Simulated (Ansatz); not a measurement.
System: PbSe (Cmcm, No. 63, 4 atoms in the cell; start mp-1063670; high-pressure phase). Method: r²SCAN0 in Ansatz (plane waves, PAW).

Run with plane-wave cutoff 520 eV, 6×6×6 k mesh, Fermi–Dirac smearing 0.01 eV, scalar-relativistic PAW data made under PBE.

Cell (relaxed with PBEsol):

```
PbSe
1.0
    2.11726    -5.90868     0.00000
    2.11726     5.90868     0.00000
    0.00000     0.00000     4.41922
Pb Se
2 2
Direct
  0.62788   0.37212   0.75000
  0.37212   0.62788   0.25000
  0.86647   0.13353   0.75000
  0.13353   0.86647   0.25000
```

Task: Estimate the band gap and direct gap at Γ that the calculation returns.

Result: 
- band gap: 2.01 eV
- direct gap at Γ: 6.72 eV

Note: cell and atoms aren't relaxed at this level (pressure 1.3 GPa).

Spin–orbit coupling is not included; with these elements it can move the gap by several tenths of an eV or more.

The computed numbers hold no vibrational or temperature effects.

It cost roughly 10 core-minutes of CPU time.

A start named mp-… is a Materials Project structure, which need not be a measured phase.

Ansatz is a quantum-chemistry and plane-wave program.
